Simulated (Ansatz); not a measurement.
Start from MgSe in the rock salt structure (space group Fm-3m, No. 225; a = 5.4724 Å). Axes: x, y, z lie along the cube axes.

The values are results of Ansatz (an electronic-structure program) r2SCAN, no SOC, not measurements.

Strains are applied to the cell and any free atomic positions relax; under biaxial strain the out-of-plane vector relaxes too.

One change was made to it. Results:

The pressure (mean of the normal stresses, compression positive) rises by 10.0 kbar to 9.9 kbar; the electron mass is still 0.48 mₑ along k, 0.25 mₑ across (at X); the valley order (the lowest conduction-band minima on the path, energy above the VBM, named in the base's zone) changes from X along ⟨100⟩ 2.48 eV; Γ 3.44 eV to X along [100] 2.43 eV; X along [001] 2.51 eV; Γ 3.49 eV.

Q: Name the change that was made.
A) biaxial strain −3.00 %, plane normal [001], relaxed out of plane
B) biaxial strain −2.50 %, plane normal [001], relaxed out of plane
C) biaxial strain −2.00 %, plane normal [001], relaxed out of plane
D) biaxial strain −1.00 %, plane normal [001], relaxed out of plane
E) biaxial strain −1.50 %, plane normal [001], relaxed out of plane

A: D, biaxial strain −1.00 %, plane normal [001], relaxed out of plane. For comparison, the valley order in the other runs: biaxial strain −1.50 %, plane normal [001], relaxed out of plane gives X along [100] 2.40 eV; X along [001] 2.53 eV; Γ 3.52 eV; biaxial strain −2.00 %, plane normal [001], relaxed out of plane gives X along [100] 2.38 eV; X along [001] 2.56 eV; Γ 3.55 eV; biaxial strain −3.00 %, plane normal [001], relaxed out of plane gives X along [100] 2.34 eV; X along [001] 2.62 eV; Γ 3.61 eV; biaxial strain −2.50 %, plane normal [001], relaxed out of plane gives X along [100] 2.36 eV; X along [001] 2.59 eV; Γ 3.58 eV.

The levels and masses belong to the bands next to the band gap. Masses are band curvatures over ±0.01 Å⁻¹ around the edge. Along k means along the line from Γ to the band edge. Stability against distortions was not tested.
